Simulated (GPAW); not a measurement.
Converging the k-point mesh at a smearing width of 0.05 eV: Nb (Im-3m, 1 atom in the cell)

```xyz
1
Lattice="-1.6583 1.6583 1.6583 1.6583 -1.6583 1.6583 1.6583 1.6583 -1.6583" Properties=species:S:1:pos:R:3 pbc="T T T"
Nb     0.0000     0.0000     0.0000
```

Method: PBE, GPAW PAW datasets PBE (gpaw-data 1.0.1) (plane waves; GPAW 25.7.0).

Base settings: mode = pw; ecut = 600 eV; xc = PBE; kpts = 10 10 10; mesh shift (steps) = 0 0 0; occupations.name = fermi-dirac; occupations.width = 0.1 eV; nbands = -7; convergence.density = 1e-05 e/electron; convergence.energy = 1e-05 eV/electron.

In this ladder: occupations.width = 0.05 eV.

The second cell is the first with its lattice scaled by 0.98.

Only quantities that move along the ladder and can be compared are tabulated.

The count of work is k-points × plane waves × bands × iterations; it is no time. Core times come from one kind of shared machine, to one figure; runs under 30 s give none.

The starting cell has typed, rounded lattice constants, without a prior relaxation at this level. Its lattice was rescaled by up to half a per cent. Spin polarisation is off.

| kpts | free energy less the last step's (meV/atom) | energy of the compressed cell less the first (meV/atom) | pressure (GPa) | count of work / last | core time / last (rough) |
|---|---|---|---|---|---|
| 5 5 5 | 53.18 | 14.15 | -3.21 | 0.016 | – |
| 6 6 6 | 18.79 | 3.65 | -4.42 | 0.026 | – |
| 7 7 7 | 18.97 | 26.56 | -1.06 | 0.032 | – |
| 9 9 9 | -8.98 | 22.51 | -1.98 | 0.057 | – |
| 10 10 10 | 21.87 | 25.29 | -1.39 | 0.077 | – |
| 13 13 13 | -4.27 | 21.06 | -2.19 | 0.14 | – |
| 15 15 15 | 1.07 | 26.77 | -1.47 | 0.20 | 0.2 |
| 18 18 18 | -0.08 | 25.40 | -1.54 | 0.35 | 0.2 |
| 22 22 22 | -0.26 | 24.98 | -1.65 | 0.58 | 0.4 |
| 27 27 27 | 0.00 | 23.98 | -1.76 | 1.0 | 1 |

Coarsest kpts that holds the pressure within 0.5 GPa of the last step, with all finer ones: 9 9 9, at 0.057 of the last step's count of work; the step before is off by 0.69 GPa.

Coarsest kpts that holds the free energy within 5 meV/atom of the last step, with all finer ones: 13 13 13, at 0.14 of the last step's count of work; the step before is off by 22 meV/atom.

State of the energy of the compressed cell less the first at the end of the ladder: still drifting one way, by 1.4 meV/atom over the last two steps, so the last step is no safe reference.

Two neighbours can agree and both be off: 6 6 6 and 7 7 7 differ by 0.17 meV/atom in the free energy, yet lie about 19 meV/atom from the last step.
